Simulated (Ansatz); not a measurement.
The reference is YbSi2 in the fluorite structure (space group Fm-3m, No. 225; a = 6.436 Å; a hypothetical phase, not in the database extracts checked; relaxed with 0.1 eV smearing). Axes: x, y, z lie along the cube axes.

Calculations: r2SCAN (Ansatz, a program for electronic structure), no spin-orbit coupling.

The change: an isotropic linear strain of −2.99 %; the atoms relax in the strained cell.

Problem. Predict the stress tensor and what it implies for the stiffness.

Solution. Stress of the strained cell less that of the base (GPa, compression positive):
```
    5.7     0.0     0.0
    0.0     5.7     0.0
    0.0     0.0     5.7
```

Then B = −ΔP/(ΔV/V₀) with ΔV/V₀ = -0.0870 gives secant stiffness values (nonlinear terms included at this strain): B ≈ 66 GPa.

As a check, the harmonic strain energy −½ V₀ Δσ:ε is 36 meV/atom; the computed energy rise is 32 meV/atom.

The state of the 4f shell was not checked for lower solutions. No phonon test of stability was made. All final runs are without spin polarisation.
